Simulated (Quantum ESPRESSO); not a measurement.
## A short convergence ladder for Mn₃Si (I4mm, 4 atoms in the cell)

```
Mn3Si
1.0
    0.00000     2.83039     2.83039
    2.83039     0.00000     2.83039
    2.83039     2.83039     0.00000
Mn Si
3 1
Cartesian
  1.41519   1.41519   1.41519
  4.24558   4.24558   4.24558
  2.83039   2.83039   2.88039
  0.00000   0.00000   0.00000
```
Moments meant for the start (each program seeds them in its own way; μB, in the order of the atoms Mn Mn Mn Si): 4.0 4.0 4.0 0.0.

Base method: LDA (PZ), GBRV 1.5 ultrasoft (LDA) pseudopotentials (plane waves; Quantum ESPRESSO 7.5).

Base settings: ecutwfc = 50 Ry; ecutrho = 400 Ry; occupations = smearing; smearing = gaussian; degauss = 0.0073499 Ry; nspin = 2; potentials = {Mn: mn_lda_v1.5.uspp.F.UPF, Si: si_lda_v1.uspp.F.UPF}; K_POINTS = automatic 4 4 4 0 0 0; conv_thr = 1e-11 Ry; mixing_beta = 0.4.

The count of work is k-points × plane waves × bands × iterations; it is no time. 

**The plane-wave cutoff**

Moved along: ecutrho.

The second cell is the first with its lattice scaled by 0.98.

The mesh stays at the base's, so the ladder's end is converged at best in this setting alone.

Only quantities that move along the ladder and can be compared are tabulated.

The magnetic state is not the same in all runs (site moments differ, or a search went on to a lower state), so steps between rows are not convergence errors alone.

| ecutwfc | free energy less the last step's (meV/atom) | energy of the compressed cell less the first (meV/atom) | pressure (GPa) | largest difference of a force vector from the last step's (eV/Å) | net moment (μB/atom) | count of work / last |
|---|---|---|---|---|---|---|
| 17.5 Ry | 26608.99 | -436.35 | -1440.30 | 1.545 | 0.463 | 0.13 |
| 28 Ry | 579.13 | -44.06 | -82.77 | 0.026 | 0.282 | 0.59 |
| 50 Ry | 0.96 | -55.65 | -18.22 | 0.000 | 0.290 | 1.6 |
| 55 Ry | 0.00 | -55.61 | -18.05 | 0.000 | 0.290 | 1.0 |

Coarsest ecutwfc that holds the pressure within 1 GPa of the last step, with all finer ones: 50 Ry; the step before is off by 65 GPa.

Coarsest ecutwfc that holds the energy of the compressed cell less the first within 0.5 meV/atom of the last step, with all finer ones: 50 Ry; the step before is off by 12 meV/atom.

Coarsest ecutwfc that holds the free energy within 2 meV/atom of the last step, with all finer ones: 50 Ry; the step before is off by 580 meV/atom.

At the lowest cutoff the pressure lies 1420 GPa under the last step's, the usual sign of Pulay stress in an incomplete plane-wave basis.

On the base run: the starting cell comes from a database of computed structures (which also holds hypothetical and non-ambient phases and stackings), without a prior relaxation at this level. Its lattice was rescaled by up to half a per cent. One atom was moved a little off its site on purpose. The magnetic order is the one reached from the typed start; others were not searched systematically. In the base run, with a pressure of about -18 GPa the cell is away from its equilibrium volume at this level. Without a gap this mesh is coarse (it stands for a supercell whose shortest vector is 16 Å).

Left out of this page: 1 run of the series failed or unconverged.
